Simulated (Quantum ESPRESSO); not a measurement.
**How a calculation on MnO (Fm-3m, 2 atoms in the cell) responds to its settings**

```
MnO
1.0
    0.00000     2.22300     2.22300
    2.22300     0.00000     2.22300
    2.22300     2.22300     0.00000
Mn O
1 1
Cartesian
  0.00000   0.00000   0.00000
  2.22300   2.22300   2.22300
```
Moments meant for the start (each program seeds them in its own way; μB, in the order of the atoms Mn O): 4.0 0.0.

Base run A: PBE+U, SSSP 1.1.2 efficiency (PBE) pseudopotentials in Quantum ESPRESSO, self-consistent single point.

Its settings: ecutwfc = 55 Ry; ecutrho = 440 Ry; occupations = smearing; smearing = gaussian; degauss = 0.019992 Ry; nspin = 2; potentials = {Mn: mn_pbe_v1.5.uspp.F.UPF, O: O.pbe-n-kjpaw_psl.0.1.UPF}; K_POINTS = automatic 13 13 13 0 0 0; HUBBARD = ortho-atomic; U Mn-3d 3.9 eV; conv_thr = 1e-10 Ry; mixing_beta = 0.3.

The starting cell comes from a database of published, mostly measured structures (it also holds non-ambient and calculated ones), without a prior relaxation at this level. With one magnetic atom in the cell only a parallel order is possible. With U or open f shells several self-consistent states can exist. In the base run, with a pressure of about 9 GPa the cell is away from its equilibrium volume at this level.

A dash stands where there is no value to compare (another energy zero or no entropy term, no result, no spin, no clean gap, or a mesh too coarse for one). 

Runs:
- B: HUBBARD: ortho-atomic; U Mn-3d 3.9 eV → default [PBE]
- C: HUBBARD: ortho-atomic; U Mn-3d 3.9 eV → ortho-atomic; U Mn-3d 1 eV
- D: HUBBARD: ortho-atomic; U Mn-3d 3.9 eV → ortho-atomic; U Mn-3d 2 eV
- E: HUBBARD: ortho-atomic; U Mn-3d 3.9 eV → ortho-atomic; U Mn-3d 3 eV
- F: HUBBARD: ortho-atomic; U Mn-3d 3.9 eV → ortho-atomic; U Mn-3d 4 eV
- G: HUBBARD: ortho-atomic; U Mn-3d 3.9 eV → ortho-atomic; U Mn-3d 5 eV
- H: HUBBARD: ortho-atomic; U Mn-3d 3.9 eV → ortho-atomic; U Mn-3d 6 eV
- I: HUBBARD: ortho-atomic; U Mn-3d 3.9 eV → ortho-atomic; U Mn-3d 7 eV
- J: HUBBARD: ortho-atomic; U Mn-3d 3.9 eV → ortho-atomic; U Mn-3d 8 eV

```json
[
 {"run": "A", "pressure (GPa)": "9.48", "size of the net moment (μB/atom)": "2.50", "Hubbard energy (eV/atom)": "0.255"},
 {"run": "B", "pressure (GPa)": "-0.41", "size of the net moment (μB/atom)": "2.38", "Hubbard energy (eV/atom)": "–"},
 {"run": "C", "pressure (GPa)": "…", "size of the net moment (μB/atom)": "2.48", "Hubbard energy (eV/atom)": "0.091"},
 {"run": "D", "pressure (GPa)": "…", "size of the net moment (μB/atom)": "2.50", "Hubbard energy (eV/atom)": "0.153"},
 {"run": "E", "pressure (GPa)": "8.42", "size of the net moment (μB/atom)": "2.50", "Hubbard energy (eV/atom)": "0.210"},
 {"run": "F", "pressure (GPa)": "9.60", "size of the net moment (μB/atom)": "2.50", "Hubbard energy (eV/atom)": "0.259"},
 {"run": "G", "pressure (GPa)": "10.77", "size of the net moment (μB/atom)": "2.50", "Hubbard energy (eV/atom)": "0.300"},
 {"run": "H", "pressure (GPa)": "11.93", "size of the net moment (μB/atom)": "2.50", "Hubbard energy (eV/atom)": "0.334"},
 {"run": "I", "pressure (GPa)": "…", "size of the net moment (μB/atom)": "2.50", "Hubbard energy (eV/atom)": "0.361"},
 {"run": "J", "pressure (GPa)": "14.16", "size of the net moment (μB/atom)": "2.50", "Hubbard energy (eV/atom)": "0.384"}
]
```

Question: What belongs in the gaps?

Answer: 
- C, pressure (GPa): 4.81
- D, pressure (GPa): 7.20
- I, pressure (GPa): 13.05
